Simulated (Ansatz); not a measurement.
An Ansatz (a first-principles code) run: ZnCu2SnS4 with a change (tensor shear ε_xz = −0.16 %); PBEsol (Ansatz), without spin-orbit coupling.

Input:

Ansatz 0.2 input:
```yaml
crystal:
  lattice:
    - [-2.6954529407, 2.6868497435, 5.3812971898]
    - [2.6782465463, -2.6868497435, 5.3726992706]
    - [2.6954529407, 2.6868497435, -5.3812971898]
  atoms:
    - { symbol: Cu, position: [0, 0, 0] }
    - { symbol: Cu, position: [0.75, 0.25, 0.5] }
    - { symbol: Zn, position: [0.25, 0.75, 0.5] }
    - { symbol: Sn, position: [0.5, 0.5, 0] }
    - { symbol: S, position: [0.6386622944, 0.6296555285, 0.5281887996] }
    - { symbol: S, position: [0.101466729, 0.1104734949, 0.4718112005] }
    - { symbol: S, position: [0.3703444715, 0.898533271, 0.0090067659] }
    - { symbol: S, position: [0.8895265051, 0.3613377056, 0.9909932341] }
basis: { ecutwfc: 420, ecutrho_ratio: 4, xc_grid: 2, fft_grid_basis: typed }
kpoints: { mp_grid: { grid: [9, 9, 9] } }
hamiltonian:
  xc: pbesol
  dispersion: none
  pseudopotentials: { kind: paw }
scf: { occupations: { method: fermi_dirac, width: 0.05 }, convergence: { dr2_threshold: 0.0000000008 } }
relax: { f_tol: 0.005, max_steps: 50 }
output: { forces: true, stress: true }
checkpoint: { write: state.ck, write_every: 1000 }
```

Output (explanatory and most iteration lines left out):

```
Relaxation: its limit of steps is 50 (relax.max_steps)
Pseudopotential: Cu, paw, valence charge 19
Pseudopotential: Zn, paw, valence charge 12
Pseudopotential: Sn, paw, valence charge 14
Pseudopotential: S, paw, valence charge 6
Crystal: 8 atoms, lattice volume = 155.269 Å³
Basis set: ecut = 420 eV, 2977 PW (Γ), exchange–correlation on 90×90×90 points (8 copies of the dense FFT grid, shifted against one another)
Bands: 53, of which v1, the nominal top of the filled ones, is band 44 counted from 1 (43 counted from 0)
Symmetry: 1 space group operations
Space group: P1 (ITA 1), of the structure as read, at distance tolerance 5.4e-5 Å
k-points: 365 of 729 (time reversal used)
Functional: x = pbesol(κ = 0.804, μ = 0.12345679012345678), c = pbesol(β = 0.046)
SCF iter   1: F=—  HF=-25951.684155 eV  |F-HF|=—  |Δ(HF+E_count)|=         —  Δρ=9.25e-3  dr2=1.01e-1  ethr=1.77e-3  ⟨swp⟩=7.0  Hψ=80559  notcnv=0  defer=277
SCF iter   2: F=—  HF=-25951.679273 eV  |F-HF|=—  |Δ(HF+E_count)|=   4.88e-3  Δρ=8.54e-3  dr2=8.09e-2  ethr=1.15e-4  ⟨swp⟩=2.0  Hψ=40372  notcnv=0  defer=1236
SCF 1 converged in 12 iterations: F = -25951.660460 eV  dr2 = 4.61e-10
relax step   1: F+E_penalty+E_count = -25951.66045968 eV  Δ(F+E_penalty+E_count) = +0.000e0 eV  max|allowed force component| = 3.589e-2 eV/Å  Δτ_max = 0.0000 Å  (12 SCF iters, accepted)
Crystal: 8 atoms, lattice volume = 155.269 Å³
SCF iter   1: F=—  HF=-25951.660465 eV  |F-HF|=—  |Δ(HF+E_count)|=         —  Δρ=9.17e-5  dr2=8.43e-6  ethr=9.43e-9  ⟨swp⟩=2.1  Hψ=59012  notcnv=0  defer=1238
SCF iter   2: F=—  HF=-25951.660467 eV  |F-HF|=—  |Δ(HF+E_count)|=   1.51e-6  Δρ=4.70e-5  dr2=2.61e-6  ethr=9.43e-9  ⟨swp⟩=2.0  Hψ=19932  notcnv=0  defer=1238
SCF 2 converged in 8 iterations: F = -25951.660554 eV  dr2 = 1.61e-10
relax step   2: F+E_penalty+E_count = -25951.66055390 eV  Δ(F+E_penalty+E_count) = -9.422e-5 eV  max|allowed force component| = 1.448e-2 eV/Å  Δτ_max = 0.0022 Å  (8 SCF iters, accepted)
Crystal: 8 atoms, lattice volume = 155.269 Å³
SCF iter   1: F=—  HF=-25951.660522 eV  |F-HF|=—  |Δ(HF+E_count)|=         —  Δρ=1.07e-4  dr2=6.27e-6  ethr=9.00e-8  ⟨swp⟩=2.1  Hψ=36680  notcnv=0  defer=1238
SCF iter   2: F=—  HF=-25951.660607 eV  |F-HF|=—  |Δ(HF+E_count)|=   8.45e-5  Δρ=5.66e-5  dr2=1.90e-6  ethr=7.12e-9  ⟨swp⟩=1.0  Hψ=22265  notcnv=0  defer=1238
SCF 3 converged in 8 iterations: F = -25951.660606 eV  dr2 = 1.63e-10
relax step   3: F+E_penalty+E_count = -25951.66060610 eV  Δ(F+E_penalty+E_count) = -5.220e-5 eV  max|allowed force component| = 5.909e-3 eV/Å  Δτ_max = 0.0014 Å  (8 SCF iters, accepted)
Crystal: 8 atoms, lattice volume = 155.269 Å³
SCF iter   1: F=—  HF=-25951.660530 eV  |F-HF|=—  |Δ(HF+E_count)|=         —  Δρ=8.05e-5  dr2=3.04e-6  ethr=3.66e-8  ⟨swp⟩=3.3  Hψ=52552  notcnv=0  defer=1238
SCF iter   2: F=—  HF=-25951.660615 eV  |F-HF|=—  |Δ(HF+E_count)|=   8.55e-5  Δρ=4.17e-5  dr2=8.49e-7  ethr=3.45e-9  ⟨swp⟩=1.0  Hψ=22265  notcnv=0  defer=1238
SCF 4 converged in 7 iterations: F = -25951.660615 eV  dr2 = 2.42e-10
relax step   4: F+E_penalty+E_count = -25951.66061521 eV  Δ(F+E_penalty+E_count) = -9.106e-6 eV  max|allowed force component| = 7.987e-4 eV/Å  Δτ_max = 0.0011 Å  (7 SCF iters, accepted)
SCF converged after 7 iterations
Free energy (F): -25951.660615 eV
Internal energy: -25951.660056 eV  (E = F + TS)
E sigma→0 (E₀):  -25951.660336 eV
Entropy (-TS):   -0.000559 eV (-0.070 meV/atom)
Fermi energy:    8.549652 eV
--- Forces (eV/Å), atoms counted from 1 ---
  atom   1  Cu    -0.00040725     0.00002857    -0.00001479
  atom   2  Cu     0.00076556     0.00046431     0.00003197
  atom   3  Zn    -0.00078844    -0.00001820    -0.00001587
  atom   4  Sn     0.00030302    -0.00079824    -0.00000577
  atom   5  S      0.00017660     0.00028925     0.00016025
  atom   6  S      0.00011978     0.00023845     0.00000538
  atom   7  S     -0.00010549    -0.00016379    -0.00033107
  atom   8  S     -0.00006449    -0.00003671     0.00016988
--- Stress (GPa, compression-positive) ---
       -0.000085      -0.000024       0.141788
       -0.000024       0.000047       0.000161
        0.141788       0.000161       0.001222
  P = ⅓ Tr σ = 0.0004 GPa (0.004 kbar)
--- Relaxed structure (4 steps of the walk, 4 accepted, 0 SCFs on fresh bases) ---
  atoms:
    - { symbol: Cu, position: [0.0004975972037217773, 9.679659648241058e-5, 0.0005951038781808485] }
    - { symbol: Cu, position: [0.7503579202385249, 0.24989887026505495, 0.5002569152806396] }
    - { symbol: Zn, position: [0.25019874602951025, 0.7499201696593241, 0.500119889759022] }
    - { symbol: Sn, position: [0.500296323643725, 0.5000855958915935, 0.0003801494776112695] }
    - { symbol: S, position: [0.6384022028435365, 0.6297030010041719, 0.5279359349223467] }
    - { symbol: S, position: [0.10116168791806607, 0.1104765830557553, 0.47154942448307835] }
    - { symbol: S, position: [0.3699783958606885, 0.8985408764282932, 0.0085907382150146] }
    - { symbol: S, position: [0.889107126262227, 0.3612781070993246, 0.9905718440841067] }
```

The cells carry an imposed strain or load. Stability against distortions was not tested. All final runs are without spin polarisation. The cell was made from ZnCu2SnS4 (space group I-4, No. 82) by this change: tensor shear ε_xz = −0.16 %.
